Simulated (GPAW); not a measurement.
**Input and output of a self-consistent single point for Br (Cmce, 4 atoms in the cell) (GPAW)**

Method of the run: PBE, GPAW PAW datasets PBE (gpaw-data 1.0.1) (plane waves; GPAW).

Input as run:

```python
from ase import Atoms
from ase.units import GPa
from gpaw import GPAW

atoms = Atoms(['Br', 'Br', 'Br', 'Br'],
              cell=[[2.240224, -3.335334, 0.000000],
                    [2.240224, 3.335334, 0.000000],
                    [0.000000, 0.000000, 8.720872]],
              positions=[[3.857666, -0.000000, 7.752855],
                         [2.863006, -0.000000, 3.392419],
                         [1.617442, -0.000000, 5.328453],
                         [0.622782, -0.000000, 0.968017]],
              pbc=True)

calc = GPAW(mode={'name': 'pw', 'ecut': 600},
            xc='PBE',
            kpts={'size': (5, 5, 2), 'gamma': True},
            occupations={'name': 'fermi-dirac', 'width': 0.01},
            nbands=-6,
            convergence={'density': 1e-05, 'energy': 1e-05, 'bands': -4},
            symmetry={'symmorphic': False, 'tolerance': 0.0005},
            maxiter=120,
            txt='-')

atoms.calc = calc

energy = atoms.get_potential_energy()
print('Energy (eV):', round(energy, 6))
forces = atoms.get_forces()
print('Forces (eV/Ang):')
print(forces.round(5))
stress = atoms.get_stress()
print('Stress (GPa, Voigt):', (stress / GPa).round(4))
```

Log, with long lists cut:

```
Input parameters:
  convergence: {bands: -4,
                density: 1e-05,
                energy: 1e-05}
  kpts: {gamma: True,
         size: (5, 5, 2)}
  maxiter: 120
  mode: {ecut: 600,
         name: pw}
  nbands: -6
  occupations: {name: fermi-dirac,
                width: 0.01}
  symmetry: {symmorphic: False,
             tolerance: 0.0005}
  xc: PBE

species:
  Br:
    name: Bromine
    Z: 35.0
    valence: 7
    core: 28
    charge: 0.0
    file: Br.PBE.gz

    # Using partial waves for Br as LCAO basis

Reference energy: -283608.990917  # eV

Spin-paired calculation

Convergence criteria:
 Maximum [total energy] change in last 3 cyles: 1e-05 eV / valence electron
 Maximum integral of absolute [dens]ity change: 1e-05 electrons / valence electron
 Maximum integral of absolute [eigenst]ate change: 4e-08 eV^2 / valence electron
 Maximum number of scf [iter]ations: 120

Symmetries present (total): 8
Symmetries with fractional translations: 4
50 k-points: 5 x 5 x 2 Monkhorst-Pack grid + [0.000000,0.000000,1/4]
18 k-points in the irreducible part of the Brillouin zone
       k-points in crystal coordinates                weights
   0:     0.00000000    0.00000000    0.00000000          1/50
   1:     0.00000000    0.00000000    0.50000000          1/50
   2:     0.20000000   -0.20000000    0.00000000          2/50
   [... 7 lines left out ...]
          ...
  17:     0.40000000    0.40000000    0.50000000          2/50

Wave functions: Plane wave expansion
  Cutoff energy: 600.000 eV
  Number of coefficients (min, max): 4291, 4372
  Pulay-stress correction: 0.000000 eV/Ang^3 (de/decut=0.000000)

Occupation numbers: Fermi-Dirac:
  width: 0.0100  # eV

Eigensolver

Densities:
  Coarse grid: 24*24*50 grid
  Fine grid: 48*48*100 grid
  Total Charge: 0.000000

Density mixing:
  Method: separate
  Backend: pulay
  Linear mixing parameter: 0.05
  old densities: 5
  Damping of long wavelength oscillations: 50

Hamiltonian:
  XC and Coulomb potentials evaluated on a 48*48*100 grid
  External potential:
    NoExternalPotential

XC parameters: PBE with 2 nearest neighbor stencil

Number of atoms: 4
Number of atomic orbitals: 16
Number of bands in calculation: 20
Number of valence electrons: 28
Bands to converge: 16

Density initialized from atomic densities
  16 bands from LCAO basis set
  4 bands from random numbers

Atomic positions and initial magnetic moments

Positions:
   0 Br     3.857666   -0.000000    7.752855    ( 0.0000,  0.0000,  0.0000)
   1 Br     2.863006   -0.000000    3.392419    ( 0.0000,  0.0000,  0.0000)
   2 Br     1.617442   -0.000000    5.328453    ( 0.0000,  0.0000,  0.0000)
   3 Br     0.622782   -0.000000    0.968017    ( 0.0000,  0.0000,  0.0000)

Unit cell:
           periodic     x           y           z      points  spacing
  1. axis:    yes    2.240224   -3.335334    0.000000    24     0.1550
  2. axis:    yes    2.240224    3.335334    0.000000    24     0.1550
  3. axis:    yes    0.000000    0.000000    8.720872    50     0.1744

  Lengths:   4.017842   4.017842   8.720872
  Angles:   90.000000  90.000000 112.224322

Effective grid spacing dv^(1/3) = 0.1654

     iter     time        total  log10-change:
                         energy   eigst   dens
iter:   1 --:--:--    -6.639910   -0.39
iter:   2 --:--:--    -6.596406   -1.99  -1.08
iter:   3 --:--:--    -6.234555   -2.04  -1.11
iter:   4 --:--:--    -6.232955   -2.83  -1.71
iter:   5 --:--:--    -6.226188   -3.03  -2.06
iter:   6 --:--:--    -6.224931   -3.54  -2.19
iter:   7 --:--:--    -6.223876   -4.24  -2.36
iter:   8 --:--:--    -6.223359   -4.24  -2.67
iter:   9 --:--:--    -6.223223   -5.01  -2.95
iter:  10 --:--:--    -6.223186c  -6.00  -3.18
iter:  11 --:--:--    -6.223186c  -7.63c -4.01
iter:  12 --:--:--    -6.223188c  -7.21  -4.02
iter:  13 --:--:--    -6.223187c  -7.57c -4.02
iter:  14 --:--:--    -6.223187c  -8.21c -4.48
iter:  15 --:--:--    -6.223187c  -9.14c -4.58
iter:  16 --:--:--    -6.223187c  -8.97c -4.65
iter:  17 --:--:--    -6.223187c -10.08c -4.86
iter:  18 --:--:--    -6.223187c  -9.12c -4.95
iter:  19 --:--:--    -6.223187c  -9.52c -5.16c

Converged after 19 iterations.

Dipole moment: (-0.000000, -0.000000, 0.000000) |e|*Ang

Energy contributions relative to reference atoms: (reference = -283608.990917)

Kinetic:        +15.319212
Potential:      -13.344532
External:        +0.000000
XC:              -8.198235
Entropy (-ST):   -0.000000
Local:           +0.000368
SIC:             +0.000000
--------------------------
Free energy:     -6.223187
Extrapolated:    -6.223187

Showing only first 2 kpts
 Kpt  Band  Eigenvalues  Occupancy
  0    12      0.78932    2.00000
  0    13      0.80750    2.00000
  0    14      2.59259    0.00000
  0    15      3.43292    0.00000

  1    12      0.79914    2.00000
  1    13      0.79914    2.00000
  1    14      2.86780    0.00000
  1    15      2.86780    0.00000

Fermi level: 1.79728

Gap: 1.785 eV
Transition (v -> c):
  (s=0, k=0, n=13, [0.00, 0.00, 0.00]) -> (s=0, k=0, n=14, [0.00, 0.00, 0.00])
No difference between direct/indirect transitions
Energy (eV): -6.223187

Forces in eV/Ang:
  0 Br   -0.39959    0.00000   -0.78496
  1 Br    0.39959    0.00000   -0.78496
  2 Br   -0.39959    0.00000    0.78496
  3 Br    0.39959    0.00000    0.78496

Stress tensor:
    -0.010430     0.000000    -0.000000
     0.000000    -0.009982     0.000000
    -0.000000     0.000000    -0.020511
Stress (GPa, Voigt): [-1.671  -1.5992 -3.2862  0.     -0.      0.    ]
```

The run converged in 19 iterations. GPAW prints stress with tension positive.

The starting cell has typed, rounded lattice constants, without a prior relaxation at this level. Its lattice was rescaled by a random factor within 2.5 % of one. Another mesh or the band path of this cell gives a smaller gap, so this value is not converged in the mesh.

Cost on one core of a shared machine: roughly 40 s.
